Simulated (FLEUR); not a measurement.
## Converging shifted k-point meshes: V (Im-3m, 1 atom in the cell)

```yaml
crystal:
  lattice:
    - [-1.50743, 1.50743, 1.50743]
    - [1.50743, -1.50743, 1.50743]
    - [1.50743, 1.50743, -1.50743]
  atoms:
    - { symbol: V, position: [0.00000, 0.00000, 0.00000] }
```

Computed with PBE, all-electron FLAPW (FLEUR), scalar-relativistic valence.

Base settings: Kmax = 4.3 1/bohr; GmaxXC = 12.9 1/bohr; xcFunctional = pbe; jspins = 1; l_soc = F; mode = hist; fermiSmearingEnergy = 0.00367493 Htr; mesh (inpgen div1-3) = 11 11 11; inpgen gamma flag = false; Gmax = 12.9 1/bohr.

Only quantities that move along the ladder and can be compared are tabulated.

Core times come from one kind of shared machine, to one figure; runs under 30 s give none.

The starting cell has typed, rounded lattice constants, without a prior relaxation at this level. Its lattice was rescaled by up to half a per cent. Spin polarisation is off. Values depend on the basis (sphere radii, cutoffs, local orbitals), which need not be converged.

| kpt_div | free energy less the last step's (meV/atom) | core time / last (rough) |
|---|---|---|
| 4 4 4 | -1.05 | – |
| 6 6 6 | -28.71 | – |
| 8 8 8 | 10.75 | – |
| 10 10 10 | 0.08 | – |
| 12 12 12 | -2.69 | – |
| 16 16 16 | -0.63 | – |
| 18 18 18 | -0.01 | – |
| 20 20 20 | 0.20 | – |
| 22 22 22 | -0.14 | 0.09 |
| 24 24 24 | 0.05 | 0.1 |
| 30 30 30 | 0.01 | 0.2 |
| 50 50 50 | 0.00 | 1 |

Coarsest kpt_div that holds the free energy within 2 meV/atom of the last step, with all finer ones: 16 16 16; the step before is off by 2.7 meV/atom.
